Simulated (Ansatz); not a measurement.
Base system: Al₂O₃ in the corundum structure (space group R-3c, No. 167; a = 4.774 Å, c = 13.015 Å (hexagonal axes)).

Computed with PBEsol (Ansatz, a first-principles code, PAW, scalar-relativistic without spin-orbit coupling).

Before the change:

| Item | Result |
|---|---|
| Band gap | 6.03 eV |
| Electron mass | 0.40 mₑ along c, 0.37 mₑ across (at Γ) |

It is then changed as follows: a hydrostatic pressure of 22.5 GPa.

Question: Predict the new band gap.

Answer: The band gap grows by 0.97 eV (6.03 eV → 7.00 eV).

Question: How does this affect the electron mass?

Answer: The electron mass goes from 0.40 mₑ along c, 0.37 mₑ across (at Γ) to 0.45 mₑ along c, 0.40 mₑ across (at Γ).

Load acts through the strain it causes; cell and atoms are relaxed under it. Masses are band curvatures over ±0.01 Å⁻¹ around the edge. No phonon test of stability was made. No other phases were tried under pressure.
